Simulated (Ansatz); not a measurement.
# L1₂ (Cu3Au-type) Ni₃Si

The numbers are results of rVV10 (Ansatz, a first-principles code, PAW), not measurements.

Numerical settings: plane-wave cutoff 520 eV, 16×16×16 k mesh, Fermi–Dirac smearing 0.05 eV, no spin polarisation, scalar-relativistic PAW data made under PBE.

Cell (relaxed at this level):

Space group Pm-3m (No. 221); a = b = c = 3.5212 Å, α = β = γ = 90.00°

```
atom  site  symmetry       x       y       z
----  ----  --------  ------  ------  ------
Si      1a      m-3m  0.0000  0.0000  0.0000
Ni      3c    4/mm.m  0.0000  0.5000  0.5000
```

```
Item                                         Result
------------------------------------------  -------
bulk modulus                                209 GPa
band gap                                       none
pressure derivative B′ of the bulk modulus      4.8
```

The computed numbers hold no vibrational or temperature effects.
